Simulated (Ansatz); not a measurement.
## HgO (model structure, started from the NiAs type, P6₃/mmc, No. 194, 4 atoms in the cell): properties by level of theory

```tsv
level (code)	lattice constant a (Å)	c axis length (Å)
PBE (Ansatz)	3.434	5.959
PBEsol (Ansatz)	3.367	5.865
PBE-D3(BJ) (Ansatz)	3.394	5.935
```

Ansatz's density-functional and Hartree–Fock values are scalar-relativistic unless marked +SOC, with PAW data made under PBE.

Static lattice: no zero-point or thermal effects.

A model structure was made by putting elements into a prototype or built by hand; it is no filed structure, need not be a known phase, and can be a saddle point held by its symmetry.

Ansatz is an electronic-structure program.
